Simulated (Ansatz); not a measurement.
For Hf2InC (P6₃/mmc, No. 194, 8 atoms in the cell; start mp-22156), LDA (Ansatz, an electronic-structure program, plane waves, PAW) gives:

| Quantity | Result |
|---|---|
| equilibrium lattice constant a | 3.263 Å |
| lattice parameter c | 14.553 Å |
| bulk modulus B0 | 149 GPa |
| cohesive energy | 7.56 eV/atom |

Question: What does r²SCAN (Ansatz, PAW) give for the same quantities?

Answer: 
- lattice constant a: 3.314 Å (increases by 1.6 %)
- lattice parameter c: 14.792 Å (increases by 1.6 %)
- bulk modulus: 139 GPa (drops by 6.7 %)
- cohesive energy: 6.50 eV/atom (falls by 1.06 eV/atom)

Changes are worked out from the printed values.

Unless a cell is named, each level is at its own relaxed cell (LDA 16.77, r²SCAN 17.59 Å³/atom).

Levels without +SOC leave out spin–orbit coupling, which shifts energies and cells of such heavy elements.

Caveats: the bulk modulus is −V dP/dV from two relaxed cells at ±2 % in volume (LDA, r²SCAN); the relaxation could not lower the start's symmetry, so the cell can be a saddle point above a distorted one (LDA, r²SCAN). Ansatz's density-functional and Hartree–Fock values are scalar-relativistic unless marked +SOC, with PAW data made under PBE.

A start named mp-… is a Materials Project structure, which need not be a measured phase.
